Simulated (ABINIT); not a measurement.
ABINIT run on Rb₂YCuI₆ (Fm-3m, 10 atoms in the cell): self-consistent single point

Method: LDA (PW92), PAW (JTH v2.0 LDA PAW) (plane waves; ABINIT).

This input was run:

```
# Rb2YCuI6, JTH v2.0 LDA PAW
pp_dirpath "./"
pseudos "Rb.LDA_PW-JTH.xml, Y.LDA_PW-JTH.xml, Cu.LDA_PW-JTH.xml, I.LDA_PW-JTH.xml"
acell 3*1.0
rprim
         0.0000000000   11.1869896852   11.1869896852
        11.1869896852    0.0000000000   11.1869896852
        11.1869896852   11.1869896852    0.0000000000
natom 10
ntypat 4
znucl 37 39 29 53
typat 1 1 2 3 4 4 4 4 4 4
xred
         0.7500000000    0.7500000000    0.7500000000
         0.2500000000    0.2500000000    0.2500000000
         0.5000000000    0.5000000000    0.5000000000
         0.0000000000    0.0000000000    0.0000000000
         0.7560700000    0.2439300000    0.2439300000
         0.2439300000    0.7560700000    0.7560700000
         0.2439300000    0.7560700000    0.2439300000
         0.7560700000    0.2439300000    0.7560700000
         0.2439300000    0.2439300000    0.7560700000
         0.7560700000    0.7560700000    0.2439300000
ecut 30
pawecutdg 60
pawxcdev 0
ixc 7
occopt 1
nband 49
kptopt 1
ngkpt 3 3 3
nshiftk 1
shiftk 0 0 0
nstep 100
tolvrs 1.0e-12
diemac 12
prtwf 0
prtden 0
enunit 1
```

Output, abridged:

```
 Symmetries : space group Fm -3 m (#225); Bravais cF (face-center cubic)

 -outvars: echo values of preprocessed input variables --------
            acell      1.0000000000E+00  1.0000000000E+00  1.0000000000E+00 Bohr
           diemac      1.20000000E+01
             ecut      3.00000000E+01 Hartree
           enunit           1
              ixc           7
         kptrlatt        3    0    0      0    3    0      0    0    3
          kptrlen      4.74623776E+01
            natom          10
            nband          49
            ngfft          80      80      80
          ngfftdg         120     120     120
             nkpt           4
            nstep         100
             nsym          48
           ntypat           4
        pawecutdg      6.00000000E+01 Hartree
         pawxcdev           0
            rprim      0.0000000000E+00  1.1186989685E+01  1.1186989685E+01
                       1.1186989685E+01  0.0000000000E+00  1.1186989685E+01
                       1.1186989685E+01  1.1186989685E+01  0.0000000000E+00
          spgroup         225
           tolvrs      1.00000000E-12
            typat      1  1  2  3  4  4  4  4  4  4
           useylm           1
             xred      7.5000000000E-01  7.5000000000E-01  7.5000000000E-01
                       2.5000000000E-01  2.5000000000E-01  2.5000000000E-01
                       5.0000000000E-01  5.0000000000E-01  5.0000000000E-01
                       0.0000000000E+00  0.0000000000E+00  0.0000000000E+00
                       7.5607000000E-01  2.4393000000E-01  2.4393000000E-01
                       2.4393000000E-01  7.5607000000E-01  7.5607000000E-01
                       2.4393000000E-01  7.5607000000E-01  2.4393000000E-01
                       7.5607000000E-01  2.4393000000E-01  7.5607000000E-01
                       2.4393000000E-01  2.4393000000E-01  7.5607000000E-01
                       7.5607000000E-01  7.5607000000E-01  2.4393000000E-01
            znucl       37.00000   39.00000   29.00000   53.00000

== DATASET  1 ==================================================================

 Exchange-correlation functional for the present dataset will be:
  LDA: Perdew-Wang 92 LSD fit to Ceperley-Alder data - ixc=7
 Citation for XC functional:
  J.P.Perdew and Y.Wang, PRB 45, 13244 (1992)

 Real(R)+Recip(G) space primitive vectors, cartesian coordinates (Bohr,Bohr^-1):
 R(1)=  0.0000000 11.1869897 11.1869897  G(1)= -0.0446948  0.0446948  0.0446948
 R(2)= 11.1869897  0.0000000 11.1869897  G(2)=  0.0446948 -0.0446948  0.0446948
 R(3)= 11.1869897 11.1869897  0.0000000  G(3)=  0.0446948  0.0446948 -0.0446948
 Unit cell volume ucvol=  2.8000753E+03 bohr^3
 Angles (23,13,12)=  6.00000000E+01  6.00000000E+01  6.00000000E+01 degrees

 Coarse grid specifications (used for wave-functions):

 getcut: wavevector=  0.0000  0.0000  0.0000  ngfft=  80  80  80
         ecut(hartree)=     30.000   => boxcut(ratio)=   2.05086

 Fine grid specifications (used for densities):

 getcut: wavevector=  0.0000  0.0000  0.0000  ngfft= 120 120 120
         ecut(hartree)=     60.000   => boxcut(ratio)=   2.17527

   5.78177058E+04                                ecore*ucvol(ha*bohr**3)

_setup2: Arith. and geom. avg. npw (full set) are   21964.852   21964.818

--- !BeginCycle
solver: {iscf: 17, nstep: 100, nline: 4, wfoptalg: 10, }
tolerances: {tolvrs: 1.00E-12, }
...

     iter   Etot(hartree)      deltaE(h)  residm     nres2
 ETOT  1  -343.34410849402    -3.433E+02 1.181E+01 1.417E+02
 ETOT  2  -357.61518096538    -1.427E+01 7.334E-02 7.726E+02
 ETOT  3  -357.28870590480     3.265E-01 8.487E-02 1.360E+02
 ETOT  4  -357.11920146829     1.695E-01 2.801E-02 3.462E+01
 ETOT  5  -357.08943245339     2.977E-02 2.450E-02 1.947E+01
 ETOT  6  -357.06239588931     2.704E-02 5.488E-03 1.141E+01
   [... 11 lines left out ...]
 ETOT 18  -357.02450582751     4.320E-12 3.943E-05 3.479E-09
 ETOT 19  -357.02450582745     6.116E-11 9.589E-06 2.084E-10
 ETOT 20  -357.02450582748    -2.507E-11 1.502E-05 4.579E-11
 ETOT 21  -357.02450582750    -2.706E-11 3.651E-06 4.281E-12
 ETOT 22  -357.02450582747     3.411E-11 5.725E-06 7.843E-13

 At SCF step   22       nres2   =  7.84E-13 < tolvrs=  1.00E-12 =>converged.

 Cartesian components of stress tensor (hartree/bohr^3)
  sigma(1 1)=  8.37073621E-05  sigma(3 2)=  0.00000000E+00
  sigma(2 2)=  8.37073621E-05  sigma(3 1)=  0.00000000E+00
  sigma(3 3)=  8.37073621E-05  sigma(2 1)=  0.00000000E+00

 ----iterations are completed or convergence reached----

 reduced coordinates (array xred) for   10 atoms
       0.750000000000      0.750000000000      0.750000000000
       0.250000000000      0.250000000000      0.250000000000
       0.500000000000      0.500000000000      0.500000000000
       0.000000000000      0.000000000000      0.000000000000
       0.756070000000      0.243930000000      0.243930000000
       0.243930000000      0.756070000000      0.756070000000
       0.243930000000      0.756070000000      0.243930000000
       0.756070000000      0.243930000000      0.756070000000
       0.243930000000      0.243930000000      0.756070000000
       0.756070000000      0.756070000000      0.243930000000
 cartesian forces (eV/Angstrom) at end:
    1      0.00000000000000    -0.00000000000000    -0.00000000000000
    2      0.00000000000000    -0.00000000000000    -0.00000000000000
    3      0.00000000000000    -0.00000000000000    -0.00000000000000
    4      0.00000000000000    -0.00000000000000    -0.00000000000000
    5     -0.01180156224123    -0.00000000000000    -0.00000000000000
    6      0.01180156224123    -0.00000000000000    -0.00000000000000
    7      0.00000000000000    -0.01180156224123    -0.00000000000000
    8      0.00000000000000     0.01180156224123    -0.00000000000000
    9      0.00000000000000    -0.00000000000000    -0.01180156224123
   10     -0.00000000000000     0.00000000000000     0.01180156224123
 frms,max,avg= 5.2778191E-03 1.1801562E-02   0.000E+00  0.000E+00  0.000E+00 e/A
 length scales=  1.000000000000  1.000000000000  1.000000000000 bohr
              =  0.529177208590  0.529177208590  0.529177208590 angstroms
 Fermi (or HOMO) energy (eV) =  -2.81028   Average Vxc (eV)=  -8.21442
 Eigenvalues (   eV  ) for nkpt=   4  k points:
 kpt#   1, nband= 49, wtk=  0.03704, kpt=  0.0000  0.0000  0.0000 (reduced coord)
-112.52185  -70.38976  -70.38976  -70.38976  -45.54179  -29.30074  -29.30034  -25.56128
 -25.56128  -25.56128  -15.08642  -14.57263  -14.57263  -14.57263  -14.46357  -14.46357
 -13.37245  -13.37245  -13.37245  -13.36194  -13.36194  -13.36194   -7.49088   -5.80437
  -5.80437   -5.80437   -5.57961   -5.57961   -5.57961   -5.30646   -5.30646   -4.04266
  -4.04266   -4.04266   -3.65118   -3.65118   -3.65118   -3.61236   -3.61236   -3.61236
  -3.25507   -3.25507   -3.25507   -3.09896   -3.09896   -1.13035   -0.41861   -0.41861
  -0.41839
 prteigrs : prtvol=0 or 1, do not print more k-points.

--- !EnergyTerms
comment             : Components of total free energy in Hartree
kinetic             :  5.94417416110368E+01
hartree             :  1.26295836778062E+02
xc                  : -4.88103119948450E+01
Ewald energy        : -1.75781279310596E+02
psp_core            :  2.06486254273876E+01
local_psp           : -3.01875179778114E+02
spherical_terms     : -3.69439385181895E+01
total_energy        : -3.57024505785259E+02
total_energy_eV     : -9.71513087434948E+03
...

-Cartesian components of stress tensor (GPa)         [Pressure= -2.4628E+00 GPa]
- sigma(1 1)=  2.46275521E+00  sigma(3 2)=  0.00000000E+00
- sigma(2 2)=  2.46275521E+00  sigma(3 1)=  0.00000000E+00
- sigma(3 3)=  2.46275521E+00  sigma(2 1)=  0.00000000E+00

 Calculation completed.
```

The run converged in 22 iterations.

The starting cell comes from a database of computed structures (which also holds hypothetical and non-ambient phases and stackings), without a prior relaxation at this level.

Cost on one core of a shared machine: roughly 8 min.
